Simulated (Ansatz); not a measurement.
System: N vacancy in wurtzite GaN (charge state +1). Level of theory: PBE, PAW (plane waves to 420 eV; Ansatz, a first-principles code).

72-site cell at the relaxed PBE lattice, one k-point at (0.125, 0.250, 0.250), smearing 0.01 eV, spin-restricted, no finite-size correction. No zero-point or tunnelling terms. The charge state is imposed; whether it is stable for some Fermi level was not computed. Forms of the defect that were not tried may lie lower.

Barriers: single points on a 2×2×2 k-point mesh shifted by half a step along c at the bands' geometries.

A. a nearby N atom hops onto the vacant site; the atom moves 3.19 Å along (-0.66, -0.33, 0.49) of the unit cell; the moving atom starts with neighbours Ga at 1.94, 2 Ga at 1.97, Ga at 2.00 Å and ends with Ga at 1.96, Ga at 1.97, 2 Ga at 1.98 Å; saddle order first order.
B. a nearby N atom hops onto the vacant site; the atom moves 3.20 Å along (-1.00, -0.99, 0.00) of the unit cell; the moving atom starts with neighbours Ga at 1.96, 2 Ga at 1.97, Ga at 1.98 Å and ends with Ga at 1.95, 2 Ga at 1.97, Ga at 1.98 Å; saddle order first order.

**Question.** Order them by forward barrier (lowest first) at the level PBE, PAW.

**Answer.** B (3.64 eV), A (3.95 eV)
